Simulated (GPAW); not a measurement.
Troubleshooting GPAW: a failed run on CO2 (Pa-3, 12 atoms in the cell). The aim is a self-consistent single point with DFT PBE, plane waves, GPAW PAW datasets PBE (gpaw-data 1.0.1).

Cell that was meant: a = 5.4734 Å, b = 5.4734 Å, c = 5.4734 Å, α = 90.00°, β = 90.00°, γ = 90.00°.

Part of the input:

```python
            nbands=-6,
            convergence={'bands': -4},
            symmetry={'symmorphic': False, 'tolerance': 0.0005},
            maxiter=8)

atoms.calc = calc
```

Output, abridged:

```
     iter     time        total  log10-change:
                         energy   eigst   dens
iter:   1 --:--:--  -100.018215   +0.78
iter:   2 --:--:--   -98.922483   -0.82  -0.89
iter:   3 --:--:--   -95.142629   -0.65  -0.93
iter:   4 --:--:--   -94.732224   -1.31  -1.22
iter:   5 --:--:--   -94.832324   -0.86  -1.37
iter:   6 --:--:--   -94.862050   -1.29  -1.67
iter:   7 --:--:--   -94.673063   -1.42  -1.56
iter:   8 --:--:--   -94.476776   -1.67  -1.76

Did not converge!

Here are some tips:

1) Make sure the geometry and spin-state is physically sound.
2) Use less aggressive density mixing.
3) Solve the eigenvalue problem more accurately at each scf-step.
4) Use a smoother distribution function for the occupation numbers.
5) Try adding more empty states.
6) Use enough k-points.
7) Don't let your structure optimization algorithm take too large steps.
8) Solve the Poisson equation more accurately.
9) Better initial guess for the wave functions.

See details here:

    https://gpaw.readthedocs.io/documentation/convergence.html
Traceback (most recent call last):
   [... frames left out ...]
gpaw.KohnShamConvergenceError: Did not converge!  See text output for help.
```

### Question
What is wrong, and how is it fixed?

### Answer
The fault is an iteration limit that is too low. The loop is cut before its threshold is met, so whatever is printed at the end is not self-consistent. To fix it, raise the limit, or leave it to the default. The run ended unconverged after 8 iterations.

An input that runs soundly differs in these lines (not the only fix; some lines may just follow from the change or write a value another way):
```diff
-            maxiter=8)
+            maxiter=120)
```

With that input, the run converged in 49 iterations: free energy E − TS (from the program's reference atoms) -94.4764 eV; top of the valence band (on the code's own zero) -2.34 eV; gap on the k-point mesh 6.96 eV; largest force (vector length) 0.816 eV/Å (DFT PBE, plane waves, GPAW PAW datasets PBE (gpaw-data 1.0.1)).

On the sound input: the starting cell comes from a database of computed structures (which also holds hypothetical and non-ambient phases and stackings), without a prior relaxation at this level. Its lattice was rescaled by a random factor within 2.5 % of one.
